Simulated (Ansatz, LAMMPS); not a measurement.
# Bulk modulus of CsCl-type CuZn: levels of theory against measurement

Reference value: 116 GPa (measured, temperature not stated, no zero-point or thermal correction; as tabulated in Nepal et al. (2020), arXiv:2007.11150).

| level (code) | value (GPa) | cell (Å³/atom) |
|---|---|---|
| COMB comb3 (LAMMPS) | 144 | 12.42 |
| LDA (Ansatz) | 154 | 11.82 |
| PBE (Ansatz) | 115 | 13.02 |
| PBE-D3(BJ) (Ansatz) | (withheld) | 12.33 |
| r²SCAN+rVV10 (Ansatz) | (withheld) | 12.28 |
| r²SCAN0 (Ansatz) | 124 | 12.59 |
| Hartree–Fock (Ansatz) | 53.3 | 15.86 |

Question: Complete the blanks.

Answer: 
- PBE-D3(BJ) (Ansatz, a first-principles code), value (GPa): 134
- r²SCAN+rVV10 (Ansatz), value (GPa): 140

Differences against the reference: COMB comb3 +24 %, LDA +33 %, PBE -0.9 %, PBE-D3(BJ) +15.5 %, r²SCAN+rVV10 +21 %, r²SCAN0 +6.9 %, Hartree–Fock -54 %.

The reference's temperature isn't stated, so close values are not ranked against it. Off by more than 20 %, or 28 % on the side where a correction would as a rule narrow the miss (bounds picked here): Hartree–Fock (-54 %), LDA (+33 %).

The measured value isn't corrected to a static lattice, so vibrations enter the comparison. A static lattice is as a rule stiffer than a warm one, by over a tenth in soft solids.  r²SCAN0, Hartree–Fock: the run has no spin polarisation, so it can have missed a magnetic state. Hartree–Fock: the cell is over a tenth larger than the published one: the level's own overestimate first of all, though another phase or state, or a fault of the published cell, is possible. Each level is taken at its own relaxed cell. Cutoffs and k meshes differ between the levels. Ansatz's density-functional and Hartree–Fock values are scalar-relativistic unless marked +SOC, with PAW data made under PBE.

Empirical potentials (COMB comb3) are fitted to chosen data: where that held the value shown, agreement is built in, and what lay outside the fit can be far off.

Differences are worked out from the printed values.
